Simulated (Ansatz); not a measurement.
Worked example: self-consistent single point of the (001) slab of Ti2O (cut from a parent of space group no. 164; 6 atoms in the cell) in Ansatz (a quantum-chemistry and plane-wave program).

Level of theory: LDA (PW92), default PAW files made with PBE (plane waves; Ansatz).

The change in words: vacuum of 4 angstrom (first run: 14 Å). Reference geometry:
```
CELL_PARAMETERS angstrom
      2.94522     0.00000     0.00000
     -1.47261     2.55063     0.00000
      0.00000     0.00000    21.40360
ATOMIC_POSITIONS crystal
  Ti 0.33333 0.66667 0.32705
  Ti 0.66667 0.33333 0.44833
  O  0.00000 0.00000 0.38769
  Ti 0.33333 0.66667 0.55168
  Ti 0.66667 0.33333 0.67295
  O  0.00000 0.00000 0.61232
```

Reference input (self-consistent single point, DFT, LDA (PW92), plane waves, default PAW files made with PBE): basis.ecutwfc = 420 eV; kpoints.mp_grid.grid = 12 12 1; hamiltonian.xc = lda; hamiltonian.pseudopotentials = {kind: paw} (the program's default PAW files); scf.occupations.method = fermi_dirac; scf.occupations.width = 0.1 eV. This run's input differs from it in these lines:

Ansatz 0.2 input:
```diff
@@ -5,10 +5,10 @@
     - [-1.472609, 2.550633, 0.000000]
-    - [0.000000, 0.000000, 21.403596]
+    - [0.000000, 0.000000, 11.403589]
   atoms:
-    - { symbol: Ti, position: [0.333333, 0.666667, 0.327048] }
-    - { symbol: Ti, position: [0.666667, 0.333333, 0.448326] }
-    - { symbol: O, position: [0.000000, 0.000000, 0.387687] }
-    - { symbol: Ti, position: [0.333333, 0.666667, 0.551678] }
-    - { symbol: Ti, position: [0.666667, 0.333333, 0.672952] }
-    - { symbol: O, position: [0.000000, 0.000000, 0.612317] }
+    - { symbol: Ti, position: [0.333333, 0.666667, 0.175383] }
+    - { symbol: Ti, position: [0.666667, 0.333333, 0.403012] }
+    - { symbol: O, position: [0.000000, 0.000000, 0.289198] }
+    - { symbol: Ti, position: [0.333333, 0.666667, 0.596995] }
+    - { symbol: Ti, position: [0.666667, 0.333333, 0.824617] }
+    - { symbol: O, position: [0.000000, 0.000000, 0.710810] }
 basis:
```

Output (repeated stretches shortened):

```
SCF iter   1: F=—  HF=-10916.064904 eV  |F-HF|=—  |Δ(HF+E_count)|=         —  Δρ=1.11e-2  dr2=2.06e-1  ethr=1.77e-3  ⟨swp⟩=4.5  Hψ=2658  notcnv=0
all-band conjugate gradients solve this SCF's bands
preconditioner: auto → Kerker (q_TF=auto, 2.571 Å⁻¹)
SCF iter   2: F=—  HF=-10916.053469 eV  |F-HF|=—  |Δ(HF+E_count)|=   1.14e-2  Δρ=5.57e-3  dr2=6.20e-2  ethr=3.43e-4  ⟨swp⟩=1.3  Hψ=844  notcnv=0
   [... lines left out ...]
SCF iter   5: F=—  HF=-10916.050464 eV  |F-HF|=—  |Δ(HF+E_count)|=   8.35e-6  Δρ=9.73e-5  dr2=1.05e-5  ethr=2.25e-7  ⟨swp⟩=2.0  Hψ=913  notcnv=0
SCF iter   6: F=—  HF=-10916.050458 eV  |F-HF|=—  |Δ(HF+E_count)|=   6.53e-6  Δρ=2.90e-5  dr2=1.63e-6  ethr=1.75e-8  ⟨swp⟩=2.0  Hψ=895  notcnv=0
SCF iter   7: F=—  HF=-10916.050458 eV  |F-HF|=—  |Δ(HF+E_count)|=   6.36e-9  Δρ=9.58e-6  dr2=1.41e-7  ethr=2.71e-9  ⟨swp⟩=1.9  Hψ=736  notcnv=0
SCF iter   8: F=-10916.050458 eV  HF=-10916.050458 eV  |F-HF|=1.60e-8  |Δ(HF+E_count)|=   1.21e-8  Δρ=2.88e-6  dr2=2.27e-8  ethr=1.67e-10  ⟨swp⟩=8.6  Hψ=2596  notcnv=0
SCF 1 converged in 8 iterations: F = -10916.050458 eV  dr2 = 2.27e-8
Free energy (F): -10916.050458 eV
Internal energy: -10915.856491 eV  (E = F + TS)
E sigma→0 (E₀):  -10915.953475 eV
Entropy (-TS):   -0.193967 eV (-32.328 meV/atom)
Fermi energy:    12.220526 eV
--- Forces (eV/Å), atoms counted from 1 ---
  atom   1  Ti     0.00000000    -0.00000000    -0.02662680
  atom   2  Ti    -0.00000000    -0.00000000    -0.81166052
  atom   3  O     -0.00000000    -0.00000000     0.12332661
  atom   4  Ti     0.00000000    -0.00000000     0.81166052
  atom   5  Ti     0.00000000     0.00000000     0.02662680
  atom   6  O     -0.00000000     0.00000000    -0.12332661
--- Stress (GPa, compression-positive) ---
      -11.374964       0.000000      -0.000000
        0.000000     -11.374964      -0.000000
       -0.000000      -0.000000     -15.371751
  P = ⅓ Tr σ = -12.7072 GPa (-127.072 kbar)
  The stress holds the Pulay correction. Without it, at fixed plane waves, as pw.x and ABINIT print it: P = -13.1198 GPa
```

The run converged in 8 iterations. Against the reference run the free energy drops by 109 meV/atom and the largest force goes from 0.892 to 0.812 eV/Å.

The starting cell comes from a database of computed structures (which also holds hypothetical and non-ambient phases and stackings), without a prior relaxation at this level. The slab is cut from that crystal, and its faces are unrelaxed. Its lattice was rescaled by up to half a per cent. Spin polarisation is off, so a magnetic state, if there is one, cannot be reached.
